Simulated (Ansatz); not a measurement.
Defect: Nb-vacancy pair (Nb on one host Ru site, one Ru site vacant) in hcp Ru, neutral cell. The step: the Nb atom itself jumps into the vacancy (Nb-vacancy distance between ideal sites 2.66 Å throughout); the atom moves 2.39 Å along (-0.61, -0.31, 0.44) of the unit cell; the moving atom starts with neighbours 2 Ru at 2.65, 2 Ru at 2.68, 2 Ru at 2.74, Ru at 2.77, 4 Ru at 2.78 Å and ends with 2 Ru at 2.65, 2 Ru at 2.68, 2 Ru at 2.74, Ru at 2.77, 4 Ru at 2.78 Å. A PBE band in Ansatz (plane-wave PAW, a 2×2×2 k-point mesh shifted by half a step along c, 36 host sites, 22 SCF runs with any check of the saddle's order, static, no finite-size correction) gives a forward barrier of 1.22 eV. The saddle point's order was not checked, and it lies on a symmetry element of the cell, where a band can be held. Forms of the defect that were not tried may lie lower.

Single points at the band's start and saddle point can refine it. Rough cost of one point, in units of the band's mean SCF on the same machine:

```csv
Level,Cost of one point
"PBE, a 4×4×4 k-point mesh shifted by half a step along c",about 7
"r2SCAN at 500 eV, a 2×2×2 k-point mesh shifted by half a step along c",about 3
```

Which of these move the barrier by more than 0.1 eV, and how far does each move it?

PBE, a 4×4×4 k-point mesh shifted by half a step along c: -0.22 eV; r2SCAN at 500 eV, a 2×2×2 k-point mesh shifted by half a step along c: 0.00 eV. Each functional is compared with PBE at the same k-points.

Ansatz is a first-principles code.
